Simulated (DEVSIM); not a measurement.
Device: Co/Al2O3/n-Si capacitor, at 400 K.

Layer 1 from the left is Al2O3, thickness (nm) 2.70. Layer 2 from the left is Si, thickness (nm) 13000, Nd (cm⁻³) 2.1e15.

Metal gate on the left, work function 5 eV. Fixed charge at the semiconductor interface -5.8e10 cm⁻² (in units of +e); no interface traps.

The device is made up for the run: typed textbook-type constants, with dimensions and the other settings drawn at random. Values at 300 K; Nc and Nv go as T^1.5, mobilities as T to minus their exponent, the gap by Varshni's rule with the affinity fixed.

Al2O3: gap (eV) 6.8, affinity (eV) 1.35, permittivity 9. Si: gap (eV) 1.124, affinity (eV) 4.05, permittivity 11.7, Nc (cm⁻³) 2.86e19, Nv (cm⁻³) 3.1e19, Varshni α (eV/K) 0.000473, Varshni β (K) 636.

DEVSIM, 1D Poisson equation in equilibrium, Boltzmann statistics, complete ionisation; no quantum confinement or tunnelling. Metal contacts follow the ideal Schottky-Mott rule: no Fermi-level pinning, no interface dipoles.

Task: What does the simulation give for the threshold voltage (band bending 2φF), the flat-band voltage, the minimum of the low-frequency capacitance?

Result: threshold voltage (band bending 2φF) 0.20 V; flat-band voltage 0.61 V; minimum of the low-frequency capacitance 0.0264 μF/cm².
